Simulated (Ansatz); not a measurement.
Consider the following.

End structure of a constructed model of the (0001) surface of hcp Os, a layer of Pt in place of the second plane (bottom of the slab: a bare face, its two planes held):

```
CELL_PARAMETERS angstrom
      2.75423     0.00000     0.00000
     -1.37712     2.38523     0.00000
      0.00000     0.00000    27.00000
ATOMIC_POSITIONS crystal
  Os 0.66667 0.33333 0.30055
  Os 0.33333 0.66667 0.38104
  Os 0.66667 0.33333 0.46120
  Os 0.33333 0.66667 0.54024
  Pt 0.66667 0.33333 0.62589
  Os 0.33333 0.66667 0.70833
```

Set-up: 6 atoms, 10.8 Å thick at the start; mesh 16x16x1; 0.1 eV smearing; dipole correction on; 2 atoms held, the rest relaxed; held to the start's symmetry, so lower structures may exist; no spin, no spin-orbit, no U. It is one candidate, not shown to be the stable structure of the face.

Estimate the work function of the top face that PBE run with Ansatz (a quantum-chemistry and plane-wave program) returns for this input.

5.64 eV
